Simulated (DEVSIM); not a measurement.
Structure: abrupt Si p-n junction, at 400 K.

```csv
layer (left to right),material,thickness (μm),Nd (cm⁻³),Na (cm⁻³),τn (s),τp (s)
1,Si,0.300,-,4.7e15,0.00056,0.00056
2,Si,2.20,1.5e17,-,0.00056,0.00056
```

Left contact: ohmic. Right contact: ohmic. Voltage is applied to the left contact. Recombination: SRH at mid-gap, radiative. Gap narrowing is on: ΔEg = 6.92 meV × (l + √(l² + 0.5)), l = ln(N/1.3e17 cm⁻³), shared equally by both band edges. Mobility is μmin + (μ − μmin)/(1 + (N/Nref)^α).

The device is made up for the run: typed textbook-type constants, with dimensions and the other settings drawn at random. Values at 300 K; Nc and Nv go as T^1.5, mobilities as T to minus their exponent, the gap by Varshni's rule with the affinity fixed.

```tsv
parameter	Si
gap (eV)	1.124
affinity (eV)	4.05
permittivity	11.7
Nc (cm⁻³)	2.86e19
Nv (cm⁻³)	3.1e19
μn (cm²/Vs)	1417
μp (cm²/Vs)	470
μn,min	52
μp,min	45
Nref,n	9.7e16
Nref,p	2.2e17
αn	0.68
αp	0.72
T exponent of μn	2.3
T exponent of μp	2.2
B (cm³/s)	4.7e-15
Varshni α (eV/K)	0.000473
Varshni β (K)	636
```

Simulated with DEVSIM: 1D drift-diffusion, Boltzmann statistics, complete ionisation; no tunnelling, impact ionisation, image-force lowering or self-heating.

Task: Tabulate band edges, carrier densities and field at -5.0 V on the left contact.

Result: Energies count from the Fermi level of the right contact; mesh points crowd at the junctions.

| x (μm) | Ec (eV) | Ev (eV) | n (cm⁻³) | p (cm⁻³) | field (V/cm) |
|---|---|---|---|---|---|
| 0.000 | 5.778 | 4.682 | 7.0e9 | 4.7e15 | -150000 |
| 0.01608 | 5.532 | 4.436 | 6.9e9 | 3.7e12 | -150000 |
| 0.04115 | 5.145 | 4.049 | 6.8e9 | 5.0e7 | -160000 |
| 0.08022 | 4.533 | 3.437 | 6.7e9 | 180000 | -160000 |
| 0.1674 | 3.127 | 2.031 | 6.4e9 | 170000 | -160000 |
| 0.2252 | 2.163 | 1.067 | 6.3e9 | 170000 | -170000 |
| 0.2624 | 1.532 | 0.436 | 6.2e9 | 170000 | -170000 |
| 0.2916 | 1.028 | -0.068 | 6.2e9 | 160000 | -170000 |
| 0.3054 | 0.788 | -0.302 | 1.8e10 | 250000 | -160000 |
| 0.3258 | 0.508 | -0.582 | 1.7e13 | 340000 | -110000 |
| 0.3601 | 0.254 | -0.837 | 2.8e16 | 840000 | -37000 |
| 0.4490 | 0.196 | -0.895 | 1.5e17 | 8900000 | -46 |
| 0.5671 | 0.196 | -0.895 | 1.5e17 | 2.3e7 | ≈ 0 |
| 0.7655 | 0.196 | -0.895 | 1.5e17 | 4.7e7 | ≈ 0 |
| 1.241 | 0.196 | -0.895 | 1.5e17 | 1.0e8 | ≈ 0 |
| 1.739 | 0.196 | -0.895 | 1.5e17 | 1.6e8 | ≈ 0 |
| 2.057 | 0.196 | -0.895 | 1.5e17 | 2.0e8 | ≈ 0 |
| 2.246 | 0.196 | -0.895 | 1.5e17 | 2.3e8 | ≈ 0 |
| 2.389 | 0.196 | -0.895 | 1.5e17 | 2.4e8 | ≈ 0 |
| 2.444 | 0.196 | -0.895 | 1.5e17 | 2.5e8 | ≈ 0 |
| 2.477 | 0.196 | -0.895 | 1.5e17 | 2.5e8 | ≈ 0 |
| 2.500 | 0.196 | -0.895 | 1.5e17 | 2.6e8 | ≈ 0 |
